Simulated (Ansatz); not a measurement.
## SnO2 under load (space group P4_2/mnm): band-edge transport data

Consider the following.

```xyz
6
Lattice="4.7911 0.0000 0.0000 0.0000 4.7911 0.0000 0.0000 0.0000 3.2179" Properties=species:S:1:pos:R:3 pbc="T T T"
Sn     0.0000     0.0000     0.0000
Sn     2.3955     2.3955     1.6089
O      1.4684     1.4684     0.0000
O      3.3227     3.3227     0.0000
O      3.8640     0.9271     1.6089
O      0.9271     3.8640     1.6089
```

The numbers are results of PBE, rigid bands (plane waves, PAW, scalar-relativistic; Ansatz, an electronic-structure program), not measurements. Condition of this run: hydrostatic pressure of -2 GPa (compression positive) (the target of the relaxation). Cell: cell and atoms relaxed with PBEsol, then loaded as said.

```json
{
  "band_gap": "0.91 eV",
  "electron conductivity mass (300 K, dilute)": "0.198 (x), 0.198 (y), 0.176 (z) mₑ",
  "hole conductivity mass (300 K, dilute)": "1.46 (x), 1.46 (y), 2.1 (z) mₑ",
  "effective density of states N_c (300 K)": "1.9e18 cm⁻³",
  "effective density of states N_v (300 K)": "4.9e19 cm⁻³",
  "density_of_states_mass_electrons": "0.182 mₑ",
  "density_of_states_mass_holes": "1.57 mₑ",
  "Seebeck coefficient, n-type 1e19 cm⁻³, 300 K": "-110 μV/K",
  "best n-type power factor at 300 K for τ = 10 fs (best axis; densities from 1e16 to 1e21 cm⁻³ tried, whether or not they can be reached)": "1.88 μW/(cm·K²) at 1e19 cm⁻³",
  "Seebeck coefficient, p-type 1e19 cm⁻³, 300 K": "351 μV/K",
  "best p-type power factor at 300 K for τ = 10 fs (best axis; densities from 1e16 to 1e21 cm⁻³ tried, whether or not they can be reached)": "5.2 μW/(cm·K²) at 1e20 cm⁻³"
}
```

Rigid bands; masses and Seebeck coefficients take one relaxation time τ for all states and one kind of carrier; polarons and phonon drag are left out. Spin-orbit coupling is left out; where it splits the top of the valence band, N_v and the p-type Seebeck coefficient come out somewhat high without it. Geometry: cell and atoms relaxed with PBEsol.
